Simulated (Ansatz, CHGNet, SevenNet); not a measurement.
V₂AlC (P6₃/mmc, No. 194, 8 atoms in the cell; start mp-1025497): properties by level of theory

```json
[
 {"level (code)": "CHGNet-r²SCAN", "lattice constant a (Å)": "2.907", "c axis length (Å)": "12.950"},
 {"level (code)": "SevenNet-l3i5", "lattice constant a (Å)": "2.910", "c axis length (Å)": "13.152"},
 {"level (code)": "LDA (Ansatz)", "lattice constant a (Å)": "2.857", "c axis length (Å)": "12.899"},
 {"level (code)": "PBE-D3(BJ) (Ansatz)", "lattice constant a (Å)": "2.869", "c axis length (Å)": "12.985"},
 {"level (code)": "r²SCAN+rVV10 (Ansatz)", "lattice constant a (Å)": "2.879", "c axis length (Å)": "13.097"}
]
```

Caveats: the relaxation could not lower the start's symmetry, so the cell can be a saddle point above a distorted one (CHGNet-r²SCAN, SevenNet-l3i5, LDA, PBE-D3(BJ), r²SCAN+rVV10). Ansatz's density-functional and Hartree–Fock values are scalar-relativistic unless marked +SOC, with PAW data made under PBE.

The crystal itself was run without spin with LDA, PBE-D3(BJ), r²SCAN+rVV10; a magnetic state was not tried in these runs.

Static lattice: no zero-point or thermal effects.

A start named mp-… is a Materials Project structure, which need not be a measured phase.

Ansatz is a first-principles code.
